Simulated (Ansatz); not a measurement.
Consider CdSe in the zinc blende structure (space group F-43m, No. 216).

```yaml
crystal:
  lattice:
    - [0.00000, 3.06666, 3.06666]
    - [3.06666, 0.00000, 3.06666]
    - [3.06666, 3.06666, 0.00000]
  atoms:
    - { symbol: Se, position: [0.75000, 0.75000, 0.75000] }
    - { symbol: Cd, position: [0.00000, 0.00000, 0.00000] }
```

Cartesian axes are those of the cell as printed.

All numbers come from Ansatz (a first-principles code), r2SCAN, PAW, cutoff 500 eV, no SOC, earlier PAW set.

Before the change:

- Valence-band top at Γ: 0.00, 0.00, 0.00 eV
- Band gap: 1.03 eV

One thing is altered: uniaxial strain ε_zz = +0.70 %, all other strain components held at zero; the atoms relax in the strained cell.

Problem. What happens to the valence-band top at Γ and band gap?

Solution. The valence-band top at Γ (three highest levels, from the VBM) becomes 0.00, 0.00, -0.02 eV (base: 0.00, 0.00, 0.00 eV); the band gap shrinks by 0.02 eV (1.03 eV → 1.01 eV).

Gaps are read on the SCF mesh and a high-symmetry path. Whether these cells are dynamically stable was not tested.
